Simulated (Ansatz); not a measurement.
Density of states of Ru (P6_3/mmc) near the Fermi level, Ansatz (an electronic-structure program) with PBEsol, rigid bands.

| E − E_F (eV) | states/eV/cell |
|---|---|
| -1.95 | 2.55 |
| -1.85 | 2.81 |
| -1.75 | 3.12 |
| -1.65 | 3.37 |
| -1.55 | 3.32 |
| -1.45 | 2.76 |
| -1.35 | 2.67 |
| -1.25 | 2.33 |
| -1.15 | 2.00 |
| -1.05 | 1.88 |
| -0.95 | 1.86 |
| -0.85 | 1.85 |
| -0.75 | 1.85 |
| -0.65 | 1.81 |
| -0.55 | 1.74 |
| -0.45 | 1.70 |
| -0.35 | 1.66 |
| -0.25 | 1.62 |
| -0.15 | 1.59 |
| -0.05 | 1.57 |
| 0.05 | 1.55 |
| 0.15 | 1.55 |
| 0.25 | 1.56 |
| 0.35 | 1.58 |
| 0.45 | 1.63 |
| 0.55 | 1.72 |
| 0.65 | 1.93 |
| 0.75 | 2.12 |
| 0.85 | 2.30 |
| 0.95 | 2.45 |
| 1.05 | 2.51 |
| 1.15 | 2.66 |
| 1.25 | 3.07 |
| 1.35 | 3.33 |
| 1.45 | 3.65 |
| 1.55 | 4.02 |
| 1.65 | 4.10 |
| 1.75 | 3.59 |
| 1.85 | 2.95 |

Question: With 2 atoms a cell, what bare Sommerfeld coefficient γ = (π²/3) k_B² N(E_F) follows?

Answer: N(E_F) ≈ 1.56 states/eV a cell at 300 K, so γ ≈ 1.84 mJ/(mol of atoms·K²), before many-body enhancement (phonons, spin fluctuations, correlation).

Question: How far does the Fermi level move in a rigid band for 0.1 electron a cell added or removed?

Answer: 64 meV and -64 meV.

A metal at this level (no band gap); rigid bands, thermally averaged at 300 K, both spins. Spin-orbit coupling is left out. Geometry: cell and atoms relaxed with PBEsol.
